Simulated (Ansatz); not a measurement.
# Rh, response to strain

The reference is Rh in the fcc (Cu type) structure (space group Fm-3m, No. 225; relaxed with 0.1 eV smearing).

```yaml
crystal:
  lattice:
    - [0.00000, 1.89079, 1.89079]
    - [1.89079, 0.00000, 1.89079]
    - [1.89079, 1.89079, 0.00000]
  atoms:
    - { symbol: Rh, position: [0.00000, 0.00000, 0.00000] }
```

Strains are applied to the cell and any free atomic positions relax.

Computed with PBEsol, PAW, 420 eV (Ansatz, a quantum-chemistry and plane-wave program; spin-orbit coupling left out).

Notes on the quantities. energy relative to the base: free energy F.

```json
[
 {"change": "base", "energy relative to the base": "0 meV/atom", "pressure": "0.0 GPa", "volume per atom": "13.52 Å³"},
 {"change": "isotropic strain −3.00 %", "energy relative to the base": "+114 meV/atom", "pressure": "33.8 GPa", "volume per atom": "12.34 Å³"},
 {"change": "isotropic strain −2.50 %", "energy relative to the base": "+77 meV/atom", "pressure": "27.0 GPa", "volume per atom": "12.53 Å³"},
 {"change": "isotropic strain −2.00 %", "energy relative to the base": "+48 meV/atom", "pressure": "___", "volume per atom": "12.72 Å³"},
 {"change": "isotropic strain −1.00 %", "energy relative to the base": "+12 meV/atom", "pressure": "___", "volume per atom": "13.12 Å³"},
 {"change": "isotropic strain −0.50 %", "energy relative to the base": "+2.8 meV/atom", "pressure": "4.6 GPa", "volume per atom": "13.32 Å³"},
 {"change": "isotropic strain +0.50 %", "energy relative to the base": "+2.7 meV/atom", "pressure": "-4.2 GPa", "volume per atom": "13.72 Å³"},
 {"change": "isotropic strain +1.50 %", "energy relative to the base": "___", "pressure": "-11.7 GPa", "volume per atom": "14.14 Å³"},
 {"change": "isotropic strain +2.00 %", "energy relative to the base": "+41 meV/atom", "pressure": "-14.9 GPa", "volume per atom": "14.35 Å³"},
 {"change": "isotropic strain +2.50 %", "energy relative to the base": "___", "pressure": "-17.9 GPa", "volume per atom": "14.56 Å³"}
]
```

Q: Some entries are withheld; estimate them.

A: 
- isotropic strain −2.00 %, pressure: 20.7 GPa
- isotropic strain −1.00 %, pressure: 9.5 GPa
- isotropic strain +1.50 %, energy relative to the base: +24 meV/atom
- isotropic strain +2.50 %, energy relative to the base: +63 meV/atom

No phonon test of stability was made. The final runs are not spin-polarised. Rh lies near a magnetic instability that expansion can trigger; it was not tested.
